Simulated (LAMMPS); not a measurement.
MD of CdTe (zinc blende) at zero pressure, 4096 atoms, as a crystal; each row is its own run.

All values are model results, not measurements: classical MD, pair style sw, file CdTeZnSeHgS0.sw; code LAMMPS.

```
T (K)  enthalpy (eV/atom)
-----  ------------------
200               -2.1260
300               -2.0996
610               -2.0167
810               -1.9618
1220              -1.8463
1420              -1.7876
1620              -1.7266
```

Task: Fit a straight line, y = a + b x, to these rows (x is the first column, y the second) and predict the run at x = 1010.

Result: Least squares gives a = -2.1853 and b = 0.0002803. At x = 1010 the fit predicts -1.9022 eV/atom. The run itself gave -1.9061 ± 0.0002 eV/atom, so the fit is 3.9 meV/atom high.
